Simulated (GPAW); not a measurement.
Worked example: self-consistent single point of TePd3 (I4/mmm, 4 atoms in the cell) in GPAW.

Method of the run: PBEsol, GPAW PAW datasets PBEsol (made by gpaw-setup) (plane waves; GPAW 25.7.0).

```
TePd3
1.0
   -2.20553     2.20553     3.26346
    2.20553    -2.20553     3.26346
    2.20553     2.20553    -3.26346
Te Pd
1 3
Cartesian
  0.00000   0.00000   0.00000
  0.00000   2.20553   1.63173
  2.20553   0.00000   1.63173
  0.00000   0.00000   3.26346
```

Reference input (self-consistent single point, DFT LDA (Perdew-Wang 92), plane waves, GPAW PAW datasets LDA (gpaw-data 1.0.1)): mode = pw; ecut = 550 eV; xc = LDA; kpts = 9 9 9; mesh shift (steps) = 0 0 0; occupations.name = methfessel-paxton; occupations.width = 0.2 eV; occupations.order = 0; nbands = -10; symmetry.symmorphic = false; symmetry.tolerance = 0.0005; maxiter = 120. This run's input differs from it in these lines:

```diff
@@ -15,3 +15,3 @@
 calc = GPAW(mode={'name': 'pw', 'ecut': 550},
-            xc='LDA',
+            xc='PBEsol',
             kpts=(9, 9, 9),
```

Its files differ too (potentials: GPAW PAW datasets PBEsol (made by gpaw-setup)).

Output (repeated stretches shortened):

```
     iter     time        total  log10-change:
                         energy   eigst   dens
iter:   1 --:--:--   -21.339560
iter:   2 --:--:--   -20.604387   -1.19  -1.26
iter:   3 --:--:--   -18.648813   -0.61  -1.30
iter:   4 --:--:--   -18.705902   -1.57  -1.72
iter:   5 --:--:--   -18.471433   -2.32  -1.58
iter:   6 --:--:--   -18.421096   -1.58  -1.88
iter:   7 --:--:--   -18.421329   -3.10  -2.24
iter:   8 --:--:--   -18.384300   -3.33  -2.22
iter:   9 --:--:--   -18.365027   -3.23  -2.38
iter:  10 --:--:--   -18.358947c  -3.62  -2.67
iter:  11 --:--:--   -18.356195c  -3.92  -3.06
iter:  12 --:--:--   -18.355664c  -4.41  -3.17
iter:  13 --:--:--   -18.355696c  -5.60  -3.65
iter:  14 --:--:--   -18.355685c  -6.34  -3.65
iter:  15 --:--:--   -18.355599c  -5.52  -3.68
iter:  16 --:--:--   -18.355594c  -6.28  -4.07c
iter:  17 --:--:--   -18.355594c  -7.94c -4.58c
Converged after 17 iterations.

Dipole moment: (0.000000, -0.000000, 0.000006) |e|*Ang

Energy contributions relative to reference atoms: (reference = -596193.709135)

Kinetic:         +8.541738
Potential:      -16.594106
External:        +0.000000
XC:              -9.697405
Entropy (-ST):   -0.031201
Local:           -0.590221
SIC:             +0.000000
--------------------------
Free energy:    -18.371195
Extrapolated:   -18.355594

Showing only first 2 kpts
 Kpt  Band  Eigenvalues  Occupancy
  0    25      9.87537    2.00000
  0    26     11.95111    0.00000
  0    27     12.30613    0.00000
  0    28     12.30613    0.00000

  1    25      9.99744    2.00000
  1    26     12.32635    0.00000
  1    27     12.41788    0.00000
  1    28     12.44265    0.00000

Fermi level: 11.03148

No gap
No difference between direct/indirect transitions
Energy (eV): -18.355594

Forces in eV/Ang:
  0 Te    0.00000    0.00000    0.00000
  1 Pd    0.00000    0.00000    0.00000
  2 Pd    0.00000    0.00000    0.00000
  3 Pd    0.00000    0.00000    0.00000

Stress tensor:
    -0.031241    -0.000000    -0.000000
    -0.000000    -0.031241     0.000000
    -0.000000     0.000000    -0.028477
Stress (GPa, Voigt): [-5.0054 -5.0054 -4.5626  0.     -0.     -0.    ]
```

The run converged in 17 iterations. GPAW prints stress with tension positive. Against the reference run the pressure goes from 0.18 to 4.86 GPa.

The starting cell comes from a database of computed structures (which also holds hypothetical and non-ambient phases and stackings), without a prior relaxation at this level. Its lattice was rescaled by a random factor within 2.5 % of one. Spin polarisation is off. With a pressure of about 5 GPa the cell is away from its equilibrium volume at this level.

Cost on one core of a shared machine: roughly 40 s.
